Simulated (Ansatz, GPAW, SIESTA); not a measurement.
# Code comparison for Cr₂TeSe (P-6m2, 4 atoms in the cell)

Self-consistent single point.

```
CELL_PARAMETERS angstrom
      3.96139     0.00000     0.00000
     -1.98070     3.43066     0.00000
      0.00000     0.00000     6.33777
ATOMIC_POSITIONS crystal
  Cr 0.66667 0.33333 0.23775
  Cr 0.66667 0.33333 0.76225
  Te 0.00000 0.00000 0.50000
  Se 0.33333 0.66667 0.00000
```
Moments meant for the start (each program seeds them in its own way; μB, in the order of the atoms Cr Cr Te Se): 3.0 3.0 0.0 0.0.

Shared settings, as Ansatz (an electronic-structure program) writes them: kpoints.mp_grid.grid = 6 6 3; scf.occupations.method = fermi_dirac; scf.occupations.width = 0.1 eV. Potentials and cutoffs stand in the table.

```json
[
 {"code": "SIESTA", "model": "LDA PW92, numerical atomic orbitals DZP, PseudoDojo LDA standard norm-conserving potentials (rewritten from UPF to PSML)", "pressure (GPa)": "-6.15", "largest force (eV/Å)": "0.069", "size of the net moment (μB/atom)": "1.95", "cutoff": "grid 300 Ry"},
 {"code": "Ansatz", "model": "LDA (PW92), PAW files made with PBE", "pressure (GPa)": "-8.25", "largest force (eV/Å)": "0.035", "size of the net moment (μB/atom)": "1.90", "cutoff": "420 eV"},
 {"code": "GPAW", "model": "LDA (Perdew-Wang 92), GPAW PAW datasets LDA (gpaw-data 1.0.1)", "pressure (GPa)": "-8.48", "largest force (eV/Å)": "0.007", "size of the net moment (μB/atom)": "1.91", "cutoff": "800 eV"}
]
```

On Ansatz's run: spin-orbit coupling is off. The magnetic order is the one reached from the typed start; others were not searched systematically. The program warned that, by what it read of turns of the moments, another magnetic order lies lower.

The spread over the programs that give each value: pressure within 2.33 GPa; largest force within 0.062 eV/Å; size of the net moment within 0.05 μB/atom.

SIESTA uses small atom-centred bases, whose incompleteness enters pressures, forces and empty levels differently from a plane-wave cutoff. Ansatz's pressure is given at a fixed set of plane waves, as the other plane-wave codes print theirs; with its correction for the finite basis it is -8.21 GPa. In the pressure, SIESTA (by 2.22) lies more than 1 GPa from the median of the plane-wave programs. In the force vectors, SIESTA (by 0.091) lies more than 0.08 eV/Å from the median of the plane-wave programs.

The starting cell comes from a database of computed structures (which also holds hypothetical and non-ambient phases and stackings), without a prior relaxation at this level.

Keys are those of Ansatz 0.2.
